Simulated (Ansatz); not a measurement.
System: interstitial Cu in wurtzite AlN (charge state +1). These are PBE, PAW (plane waves to 420 eV; Ansatz, a program for electronic structure) values and carry that method's errors.

Cell of 72 host sites held at the relaxed PBE lattice; the Γ point alone; Fermi-Dirac width 0.01 eV, spin-restricted; finite-size errors left in. Static, classical nuclei. The charge state is imposed; whether it is stable for some Fermi level was not computed. Sites that were not tried may lie lower. The order of the sites in energy changes with the mesh.

Barriers: single points on a 2×2×2 k-point mesh shifted by half a step along c at the bands' geometries.

The step: Cu moves alone to another site; the atom moves 2.51 Å along (0.00, 0.00, -0.50) of the unit cell; the moving atom starts with neighbours 3 Al at 2.33, 3 Al at 2.35; 3 N at 1.97 Å and ends with 3 Al at 2.33, 3 Al at 2.35; 3 N at 1.97 Å.

Question: What migration barrier of this step does PBE, PAW give?

Answer: 1.46 eV, the same both ways. At the saddle the moving atom has neighbours 3 Al at 2.08; 3 N at 1.98 Å. The saddle point's order was not checked, and it lies on a symmetry element of the cell, where a band can be held.
